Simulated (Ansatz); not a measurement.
**Effective masses and thermopower of HgF2 (Fm-3m)**

Here is the system:

```xyz
3
Lattice="0.0000 2.7695 2.7695 2.7695 0.0000 2.7695 2.7695 2.7695 0.0000" Properties=species:S:1:pos:R:3 pbc="T T T"
Hg     0.0000     0.0000     0.0000
F      4.1543     4.1543     4.1543
F      1.3848     1.3848     1.3848
```

Method: PBEsol with spin-orbit coupling, rigid bands (plane waves, PAW; Ansatz, a program for electronic structure). Condition of this run: spin-orbit coupling switched on. Geometry: cell and atoms relaxed with PBEsol.

```yaml
band_gap: 0.38 eV
hole conductivity mass (300 K, dilute): 2.5 mₑ
effective density of states N_v (300 K): 8.8e19 cm⁻³
density_of_states_mass_holes: 2.3 mₑ
Seebeck coefficient, p-type 1e19 cm⁻³, 300 K: 402 μV/K
```

Rigid bands; masses and Seebeck coefficients take one relaxation time τ for all states and one kind of carrier; polarons and phonon drag are left out.

Formula and space group known from diffraction (Crystallography Open Database), not checked to be the room-temperature form: HgF2 (Fm-3m).
